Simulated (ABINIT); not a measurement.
Worked example: self-consistent single point of MgCdS2 (P4/mmm, 4 atoms in the cell) in ABINIT.

Level of theory: LDA (PW92), PAW (JTH v2.0 LDA PAW) (plane waves; ABINIT).

```yaml
crystal:
  lattice:
    - [3.80768, 0.00000, 0.00000]
    - [0.00000, 3.80768, 0.00000]
    - [0.00000, 0.00000, 5.38570]
  atoms:
    - { symbol: Mg, position: [0.50000, 0.50000, 0.50000] }
    - { symbol: Cd, position: [0.00000, 0.00000, 0.00000] }
    - { symbol: S, position: [0.00000, 0.00000, 0.50000] }
    - { symbol: S, position: [0.50000, 0.50000, 0.00000] }
```

Reference input (self-consistent single point, DFT, PBEsol, plane waves, PAW (JTH v2.0 PBE PAW, files made for PBE)): pseudos = [Mg.GGA_PBE-JTH.xml, Cd.GGA_PBE-JTH.xml, S.GGA_PBE-JTH.xml]; ecut = 21 Ha; pawecutdg = 42 Ha; pawxcdev = 0; ixc = -116133; occopt = 1; ngkpt = 5 5 3; nshiftk = 1; shiftk = 0 0 0; potentials = JTH v2.0 PBE PAW; nband = 19; kptopt = 1. This run's input differs from it in these lines:

```diff
@@ -1,4 +1,4 @@
-# MgCdS2, JTH v2.0 PBE PAW
+# MgCdS2, JTH v2.0 LDA PAW
 pp_dirpath "./"
-pseudos "Mg.GGA_PBE-JTH.xml, Cd.GGA_PBE-JTH.xml, S.GGA_PBE-JTH.xml"
+pseudos "Mg.LDA_PW-JTH.xml, Cd.LDA_PW-JTH.xml, S.LDA_PW-JTH.xml"
 acell 7.1954723702 7.1954723702 10.1774979894
@@ -20,3 +20,3 @@
 pawxcdev 0
-ixc -116133
+ixc 7
 occopt 1
```

Its files differ too (potentials: JTH v2.0 PBE PAW → JTH v2.0 LDA PAW).

Output, abridged:

```
--- !BeginCycle
solver: {iscf: 17, nstep: 80, nline: 4, wfoptalg: 10, }
tolerances: {tolvrs: 1.00E-12, }
...

     iter   Etot(hartree)      deltaE(h)  residm     nres2
 ETOT  1  -129.85721728826    -1.299E+02 1.098E+01 5.357E+01
 ETOT  2  -132.08492050537    -2.228E+00 4.372E-02 1.620E+01
 ETOT  3  -132.04962570329     3.529E-02 2.133E-02 7.020E+00
 ETOT  4  -132.04796763913     1.658E-03 6.779E-03 3.621E+00
 ETOT  5  -132.04636168314     1.606E-03 3.906E-02 1.186E-01
   [... 19 lines left out ...]
 ETOT 25  -132.04758060560    -2.984E-12 1.638E-09 7.235E-11
 ETOT 26  -132.04758060560    -1.563E-12 5.242E-10 6.486E-11
 ETOT 27  -132.04758060560    -8.242E-13 4.275E-10 2.307E-12
 ETOT 28  -132.04758060560     5.400E-13 1.365E-10 8.973E-14
 At SCF step   28       nres2   =  8.97E-14 < tolvrs=  1.00E-12 =>converged.

 Cartesian components of stress tensor (hartree/bohr^3)
  sigma(1 1)=  1.83683237E-04  sigma(3 2)=  0.00000000E+00
  sigma(2 2)=  1.83683237E-04  sigma(3 1)=  0.00000000E+00
  sigma(3 3)=  1.85463487E-04  sigma(2 1)=  0.00000000E+00

 ----iterations are completed or convergence reached----

 reduced coordinates (array xred) for    4 atoms
       0.500000000000      0.500000000000      0.500000000000
       0.000000000000      0.000000000000      0.000000000000
       0.000000000000      0.000000000000      0.500000000000
       0.500000000000      0.500000000000      0.000000000000
 cartesian forces (eV/Angstrom) at end:
    1     -0.00000000000000    -0.00000000000000    -0.00000000000000
   [... lines left out ...]
 Fermi (or HOMO) energy (eV) =   5.26951   Average Vxc (eV)= -10.10614
   [... lines left out ...]
local_psp           : -8.69292264713134E+01
total_energy        : -1.32047580598218E+02
total_energy_eV     : -3.59319740344239E+03
...

-Cartesian components of stress tensor (GPa)         [Pressure= -5.4216E+00 GPa]
- sigma(1 1)=  5.40414649E+00  sigma(3 2)=  0.00000000E+00
- sigma(2 2)=  5.40414649E+00  sigma(3 1)=  0.00000000E+00
- sigma(3 3)=  5.45652324E+00  sigma(2 1)=  0.00000000E+00

 Calculation completed.
```

The run converged in 28 iterations. Against the reference run the pressure goes from -3.08 to -5.42 GPa and the gap on the mesh goes from 0.696 to 0.546 eV.

The starting cell comes from a database of computed structures (which also holds hypothetical and non-ambient phases and stackings), without a prior relaxation at this level. With a pressure of about -5 GPa the cell is away from its equilibrium volume at this level.

Cost on one core of a shared machine: roughly 50 s.
